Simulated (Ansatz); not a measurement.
Start from Ir in the fcc (Cu type) structure (space group Fm-3m, No. 225).

```
CELL_PARAMETERS angstrom
      0.00000     1.92221     1.92221
      1.92221     0.00000     1.92221
      1.92221     1.92221     0.00000
ATOMIC_POSITIONS crystal
  Ir 0.00000 0.00000 0.00000
```

Cartesian axes are those of the cell as printed.

All numbers come from Kohn–Sham DFT with the r2SCAN functional, run in Ansatz (an electronic-structure program) with PAW and 500 eV plane waves, no spin-orbit coupling.

Before the change:

* **Shortest interatomic distance**: 271.8 pm
* **Pressure**: 0.0 GPa

Now apply this change: tensor shear ε_xy = +0.87 % (engineering shear γ = 0.0174), atoms relaxed at fixed cell.

Question: Predict the new energy relative to the base, shortest interatomic distance and pressure.

Answer: The energy increases by 3.6 meV/atom; the shortest interatomic distance decreases by 2.37 pm (271.8 pm → 269.5 pm); the pressure (mean of the normal stresses, compression positive) goes from zero to 0.1 GPa.

Without a gap, meshes like the base's 21×21×21 leave anisotropic stresses uncertain by several tenths of a GPa, and small strain energies with them. The cells carry an imposed strain or load. Whether these cells are dynamically stable was not tested. All final runs are without spin polarisation.
